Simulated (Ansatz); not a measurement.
Take HfN in the rock salt structure (space group Fm-3m, No. 225; a = 4.526 Å; relaxed with 0.1 eV smearing) as the base. Axes: x, y, z lie along the cube axes.

Level of theory: r2SCAN (Ansatz, an electronic-structure program), without spin-orbit coupling.

Strains are applied to the cell and any free atomic positions relax.

One change was made to it. Results:

The energy grows by 2.4 meV/atom; the shortest interatomic distance stays 2.263 Å.

### Question
Which of these changes matches the shifts?
A) tensor shear ε_xy = +1.71 %
B) tensor shear ε_xy = +0.29 %
C) tensor shear ε_xy = +1.14 %
D) tensor shear ε_xy = +2.00 %
E) tensor shear ε_xy = +1.43 %

### Answer
C, tensor shear ε_xy = +1.14 %. For comparison, the energy relative to the base in the other runs: tensor shear ε_xy = +1.43 % gives +3.8 meV/atom; tensor shear ε_xy = +0.29 % gives +0.2 meV/atom; tensor shear ε_xy = +1.71 % gives +5.5 meV/atom; tensor shear ε_xy = +2.00 % gives +7.5 meV/atom.

Whether these cells are dynamically stable was not tested. The final runs are not spin-polarised. An odd electron count without spin: HfN.
